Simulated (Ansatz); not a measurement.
Sensitivity of a calculation on a sheet of MgI₂ (3 atoms in the cell) to its settings

```
CELL_PARAMETERS angstrom
      4.09827     0.00000     0.00000
     -2.04914     3.54921     0.00000
      0.00000     0.00000    17.33512
ATOMIC_POSITIONS crystal
  Mg 0.00000 0.00000 0.50000
  I  0.33333 0.66667 0.59620
  I  0.66667 0.33333 0.40381
```

Base run A: LDA (PW92), default PAW files made with PBE (Ansatz, a first-principles code), self-consistent single point.

Its settings: basis.ecutwfc = 420 eV; kpoints.mp_grid.grid = 8 8 1; hamiltonian.xc = lda; hamiltonian.pseudopotentials = {kind: paw} (the program's default PAW files); scf.occupations.method = cold; scf.occupations.width = 0.136 eV.

The starting cell was generated: these elements placed on a structure prototype, without a prior relaxation; it need not be a known phase or ordering of this composition. Its lattice was rescaled in the plane by a random factor within 2.5 % of one. Spin-orbit coupling is off.

ΔF is the free energy per atom less that of run A. A dash stands where there is no value to compare (another energy zero or no entropy term, no result, no spin, no clean gap, or a mesh too coarse for one). Absolute energies have different zeros for different potentials, functionals, Hubbard and dispersion terms and are not compared across them.

Runs F sample the zone with one or two k-points, far too few for so small a cell.

Runs:
- B: vacuum of 12 angstrom (first run: 14 Å); efield.axis: default → 3; efield.dipole_correction: default → true
- C: crystal.symmetry.detect: default → false
- D: 2 x 1 x 1 supercell, mesh divided to match; kpoints.mp_grid.grid: 8 8 1 → 4 8 1
- E: kpoints.mp_grid.grid: 8 8 1 → 5 5 1; hamiltonian.xc: lda → pbe [PBE]
- F: kpoints.mp_grid.grid: 8 8 1 → 2 2 1
- G: scf.mixing.preconditioner: default (the program chose Resta) → kerker; scf.mixing.q_tf: default → 0.5
- H: scf.mixing.algorithm: default (the program chose MSR1) → anderson; scf.mixing.beta: default → 0.5
- I: basis.precision: default → f64

| run | ΔF (meV/atom) | largest force (eV/Å) | gap on the mesh (eV) | k-points | valence electrons |
|---|---|---|---|---|---|
| A | 0.00 | 0.109 | 3.511 | 10 | 44 |
| B | 0.00 | 0.109 | 3.511 | 10 | 44 |
| C | 0.00 | 0.109 | 3.511 | 34 | 44 |
| D | 0.00 | 0.109 | 3.511 | 13 | 88 |
| E | – | 0.220 | 3.834 | 5 | 44 |
| F | 348.5 | 0.336 | 3.401 | 2 | 44 |
| G | 0.00 | 0.109 | 3.511 | 10 | 44 |
| H | 0.00 | 0.109 | 3.511 | 10 | 44 |
| I | 0.00 | 0.109 | 3.511 | 10 | 44 |

Run E against A: The largest force goes from 0.109 to 0.220 eV/Å and the gap on the mesh goes from 3.511 to 3.834 eV.

Run F against A: The free energy rises by 349 meV/atom, the largest force goes from 0.109 to 0.336 eV/Å and the gap on the mesh goes from 3.511 to 3.401 eV.

Run H against A: The free energy is nearly the same (within 1 meV/atom), the largest force stays at 0.109 eV/Å and the gap on the mesh stays at 3.511 eV.

Keys are those of Ansatz 0.2.
